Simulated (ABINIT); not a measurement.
ABINIT run on TiCo (Pm-3m, 2 atoms in the cell): self-consistent single point.

Method: LDA (PW92), norm-conserving pseudopotentials (PseudoDojo nc-sr-04 LDA standard) (plane waves; ABINIT).

```
CELL_PARAMETERS angstrom
      2.95505     0.00000     0.00000
      0.00000     2.95505     0.00000
      0.00000     0.00000     2.95505
ATOMIC_POSITIONS crystal
  Ti 0.00000 0.00000 0.00000
  Co 0.50000 0.50000 0.50000
```
Moments meant for the start (each program seeds them in its own way; μB, in the order of the atoms Ti Co): 1.0 3.0.

Reference input (self-consistent single point, DFT, PBE, plane waves, norm-conserving pseudopotentials (PseudoDojo nc-sr-05 PBE standard)): pseudos = [Ti.upf, Co.upf]; ecut = 48 Ha; ixc = 11; nsppol = 2; occopt = 7; tsmear = 0.00367493 Ha; ngkpt = 8 8 8; nshiftk = 1; shiftk = 0 0 0; potentials = PseudoDojo nc-sr-05 PBE standard; nband = 23; kptopt = 1. This run's input differs from it in these lines:

```diff
@@ -1,2 +1,2 @@
-# TiCo, PseudoDojo nc-sr-05 PBE standard
+# TiCo, PseudoDojo nc-sr-04 LDA standard
 pp_dirpath "./"
@@ -16,3 +16,3 @@
 ecut 48 Ha
-ixc 11
+ixc 7
 nsppol 2
```

Its files differ too (potentials: PseudoDojo nc-sr-05 PBE standard → PseudoDojo nc-sr-04 LDA standard).

The program printed (abridged):

```
--- !BeginCycle
solver: {iscf: 7, nstep: 50, nline: 4, wfoptalg: 0, }
tolerances: {tolvrs: 1.00E-11, }
...

     iter   Etot(hartree)     deltaE(h) residm    vres2    magn
 ETOT  1  -211.91955816462    -2.12E+02 4.27E-01 1.19E+03 1.054
 ETOT  2  -203.44140715107     8.48E+00 2.34E-02 8.03E+04 0.932
 ETOT  3  -211.71099928786    -8.27E+00 9.90E-02 4.30E+03 0.314
 ETOT  4  -212.08546445299    -3.74E-01 1.24E-02 1.23E+03 0.428
 ETOT  5  -212.18859624863    -1.03E-01 1.04E-02 2.12E+02 0.290
   [... 7 lines left out ...]
 ETOT 13  -212.21047460280    -2.57E-08 3.87E-04 1.47E-04 0.000
 ETOT 14  -212.21047461738    -1.46E-08 2.76E-04 1.23E-05 0.000
 ETOT 15  -212.21047461881    -1.42E-09 2.16E-04 1.39E-07 0.000
 ETOT 16  -212.21047461882    -1.42E-11 1.54E-04 1.24E-12 0.000
 At SCF step   16       vres2   =  1.24E-12 < tolvrs=  1.00E-11 =>converged.

 Cartesian components of stress tensor (hartree/bohr^3)
  sigma(1 1)=  3.56288506E-04  sigma(3 2)=  0.00000000E+00
  sigma(2 2)=  3.56288506E-04  sigma(3 1)=  0.00000000E+00
  sigma(3 3)=  3.56288506E-04  sigma(2 1)=  0.00000000E+00

 Integrated electronic and magnetization densities in atomic spheres:
 Radius=ratsph(iatom), smearing ratsm=  0.0000. Diff(up-dn)=approximate z local magnetic moment.
 Atom    Radius    up_density   dn_density  Total(up+dn)  Diff(up-dn)
    1   2.00000     4.770073     4.770073      9.540146    -0.000000
    2   2.00000     7.670724     7.670724     15.341448     0.000000
  Sum:             12.440797    12.440797     24.881594     0.000000
 Total magnetization (from the atomic spheres):             0.000000
   [... lines left out ...]
 Total magnetization (exact up - dn):                       0.000000
 Fermi (or HOMO) energy (hartree) =   0.43439   Average Vxc (hartree)=  -0.49615
   [... lines left out ...]
total_energy        : -2.12210474618820E+02
total_energy_eV     : -5.77454068396551E+03
band_energy         : -1.97136099920074E+01
...

-Cartesian components of stress tensor (GPa)         [Pressure= -1.0482E+01 GPa]
- sigma(1 1)=  1.04823680E+01  sigma(3 2)=  0.00000000E+00
- sigma(2 2)=  1.04823680E+01  sigma(3 1)=  0.00000000E+00
- sigma(3 3)=  1.04823680E+01  sigma(2 1)=  0.00000000E+00

 Calculation completed.
```

The run converged in 16 iterations. Against the reference run the pressure goes from 6.17 to -10.48 GPa and the size of the net moment goes from 0.46 to 0.00 μB/atom.

The starting cell comes from a database of computed structures (which also holds hypothetical and non-ambient phases and stackings), without a prior relaxation at this level. Its lattice was rescaled by a random factor within 2.5 % of one. The starting moments vanished: the run ended non-magnetic, which need not be the lowest state. With a pressure of about -10 GPa the cell is away from its equilibrium volume at this level.

Cost on one core of a shared machine: roughly 2 min.
